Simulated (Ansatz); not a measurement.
System: cubic perovskite BaLiF3. Method: r²SCAN+SOC in Ansatz (plane waves, PAW).

Settings: plane-wave cutoff 560 eV, 8×8×8 k mesh, Fermi–Dirac smearing 0.01 eV, PAW data made under PBE.

Cell (relaxed at this level):

BaLiF₃ is modelled in the cubic space group Pm-3m (No. 221), the cubic perovskite structure, Pearson symbol cP5. Lattice parameters: a = b = c = 3.9814 Å, α = β = γ = 90.00°. Ba on 1a sees 12 F at 2.815 Å (cuboctahedral). Li on 1b sees 6 F at 1.991 Å (octahedral). F on 3c sees 2 Li at 1.991 Å and 4 Ba at 2.815 Å (octahedral). (Neighbours: up to the widest gap in distance over summed covalent radii, below 1.35, at either atom; cation-cation and far metal-metal contacts left out.)

Problem. Predict the bulk modulus B0, band gap and pressure derivative B′ of the bulk modulus.

Solution. 
* **bulk modulus B0**: 80.0 GPa
* **band gap**: 7.36 eV (direct)
* **pressure derivative B′ of the bulk modulus**: 4.8

Note: the relaxation could not lower the start's symmetry, so the cell can be a saddle point above a distorted one.

Static lattice: no zero-point or thermal effects.

Ansatz is a quantum-chemistry and plane-wave program.
